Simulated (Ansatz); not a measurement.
The starting structures come from a database of crystals and need not be the phases stable at ambient conditions.

 Where the default PAW files enter, the runs use the earlier of Ansatz's two default sets.

Crystal: BaO2 (I4/mmm, not sure to be the ambient phase, 3 atoms a cell, 16.9 Å³ an atom, -4 GPa at this level); planes in its conventional cell.

All values below come from PBEsol (plane waves, PAW; Ansatz, an electronic-structure program).

No gap correction and no spin-orbit coupling; mid-gap values are interpolated between computed energies.

| plane | area of the cell (Å²) | mid-gap κ (1/Å) | largest κ in the gap (1/Å) |
|---|---|---|---|
| (100) | 26.5 | 0.34 | 0.39 |
| (001) | 14.7 | ? | 0.34 |
| (110) | 18.7 | 0.34 | ? |

Problem. The slowest decay depends on the direction. Supply the withheld values.

Solution. 
- (001), mid-gap κ (1/Å): 0.31
- (110), largest κ in the gap (1/Å): 0.37
